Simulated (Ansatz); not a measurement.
**As2O3 (P2₁/c, No. 14; start mp-1581; cell taken from a computed entry)**

Level of theory: r²SCAN in Ansatz (plane waves, PAW).

Settings: plane-wave cutoff 500 eV, 6×10×6 k mesh (along the axes of the cell as run), Fermi–Dirac smearing 0.05 eV, scalar-relativistic PAW data made under PBE.

Cell (relaxed at this level):

```yaml
crystal:
  lattice:
    - [8.08191, 0.00000, 0.00074]
    - [0.00000, 4.62113, 0.00000]
    - [-6.26817, 0.00000, 9.17969]
  atoms:
    - { symbol: As, position: [0.44661, 0.20035, 0.13106] }
    - { symbol: As, position: [0.55339, 0.79965, 0.86894] }
    - { symbol: As, position: [0.55339, 0.70035, 0.36894] }
    - { symbol: As, position: [0.44661, 0.29965, 0.63106] }
    - { symbol: As, position: [0.08269, 0.65857, 0.19973] }
    - { symbol: As, position: [0.91731, 0.34143, 0.80027] }
    - { symbol: As, position: [0.91731, 0.15857, 0.30027] }
    - { symbol: As, position: [0.08269, 0.84143, 0.69973] }
    - { symbol: O, position: [0.66783, 0.14181, 0.13463] }
    - { symbol: O, position: [0.33217, 0.85819, 0.86537] }
    - { symbol: O, position: [0.33217, 0.64181, 0.36537] }
    - { symbol: O, position: [0.66783, 0.35819, 0.63463] }
    - { symbol: O, position: [0.58049, 0.35138, 0.31351] }
    - { symbol: O, position: [0.41951, 0.64862, 0.68649] }
    - { symbol: O, position: [0.41951, 0.85138, 0.18649] }
    - { symbol: O, position: [0.58049, 0.14862, 0.81351] }
    - { symbol: O, position: [0.03436, 0.46838, 0.71236] }
    - { symbol: O, position: [0.96564, 0.53162, 0.28764] }
    - { symbol: O, position: [0.96564, 0.96838, 0.78764] }
    - { symbol: O, position: [0.03436, 0.03162, 0.21236] }
```

```json
{
 "band_gap": "3.93 eV (on the SCF k mesh)"
}
```

Note: the relaxation could not lower the start's symmetry, so the cell can be a saddle point above a distorted one.

Spin–orbit coupling is not included.

Static lattice: no zero-point or thermal effects.

The result took about 60 core-minutes (a rough figure).

A start named mp-… is a Materials Project structure, which need not be a measured phase.

Ansatz is a quantum-chemistry and plane-wave program.
